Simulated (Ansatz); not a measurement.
Base system: BaTiO₃ (space group P4mm, No. 99; a = 3.973 Å, c = 4.112 Å).

Method: DFT with r2SCAN, PAW potentials and a 500 eV plane-wave cutoff in Ansatz (an electronic-structure program), no spin-orbit coupling, earlier PAW set.

For the base:

```
Item                              Value
-------------------  ------------------
Lattice parameter a             3.973 Å
Magnetic state       not spin-polarised
```

Now apply this change: Ca takes the place of Ti on all its sites, then cell and atoms are relaxed.

What happens to the lattice parameter a?

The lattice parameter a goes up by 0.462 Å (3.973 Å → 4.435 Å).

What happens to the magnetic state?

The magnetic state goes from not spin-polarised to ferromagnetic.

Other magnetic orders, which the real material may have, were not ruled out. No phonon test of stability was made. As relaxed here, BaCaO3 is a hypothetical phase, not in the database extracts checked. Spin-polarised in the final run: BaCaO3; the other runs are not.
